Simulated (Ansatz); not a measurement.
Base system: ZnO in the wurtzite structure (space group P6_3mc, No. 186; a = 3.235 Å, c = 5.211 Å).

Perturbation: an isotropic linear strain of −2.94 %, atoms relaxed at fixed cell.

Levels (all Ansatz, a first-principles code, PAW, earlier PAW set): r2SCAN (500 eV, no spin-orbit coupling); HSE06 (420 eV, without spin-orbit coupling).

The geometry is relaxed with r2SCAN.

- r2SCAN band gap: 1.36 eV

What does HSE06 give at this geometry for the band gap?

The band gap grows by 1.35 eV, from 1.36 eV to 2.71 eV.

Single points use the geometry relaxed with r2SCAN. Whether these cells are dynamically stable was not tested.
